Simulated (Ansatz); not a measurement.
Reference: monolayer As, PBE, rigid bands (plane waves, PAW, scalar-relativistic; Ansatz, a quantum-chemistry and plane-wave program); axes and stresses refer to this cell.

```xyz
2
Lattice="3.6051 0.0000 0.0000 -1.8025 3.1221 0.0000 0.0000 0.0000 17.2731" Properties=species:S:1:pos:R:3 pbc="T T T"
As     1.8025     1.0407     9.3321
As     0.0000     2.0814     7.9411
```

The hole conductivity mass is 0.29 mₑ and the electron conductivity mass comes out as 0.23 mₑ. The band gap comes out as 1.62 eV.

```json
[
 {"Change": "functional r2SCAN", "hole conductivity mass": "0.28 mₑ", "electron conductivity mass": "0.23 mₑ", "band gap": "…"},
 {"Change": "uniaxial strain xx +2 %, other axes clamped", "hole conductivity mass": "0.193 mₑ", "electron conductivity mass": "0.24 mₑ", "band gap": "…"},
 {"Change": "uniaxial strain xx -2 %, other axes clamped", "hole conductivity mass": "0.176 mₑ", "electron conductivity mass": "0.23 mₑ", "band gap": "1.38 eV"},
 {"Change": "uniaxial strain yy +2 %, other axes clamped", "hole conductivity mass": "0.186 mₑ", "electron conductivity mass": "…", "band gap": "1.58 eV"},
 {"Change": "uniaxial strain yy +4 %, other axes clamped", "hole conductivity mass": "0.177 mₑ", "electron conductivity mass": "…", "band gap": "1.54 eV"},
 {"Change": "uniaxial strain yy -2 %, other axes clamped", "hole conductivity mass": "0.182 mₑ", "electron conductivity mass": "0.23 mₑ", "band gap": "1.33 eV"}
]
```

Problem. Some entries are withheld; supply them.

Solution. 
- functional r2SCAN, band gap: 1.97 eV
- uniaxial strain xx +2 %, other axes clamped, band gap: 1.53 eV
- uniaxial strain yy +2 %, other axes clamped, electron conductivity mass: 0.24 mₑ
- uniaxial strain yy +4 %, other axes clamped, electron conductivity mass: 0.25 mₑ

Masses are for dilute carriers at 300 K, harmonic means over directions unless an axis is named. Spin-orbit coupling is left out unless a row names it; without it hole values are far off for these elements. The structure type is held under load, also where the real crystal would transform.
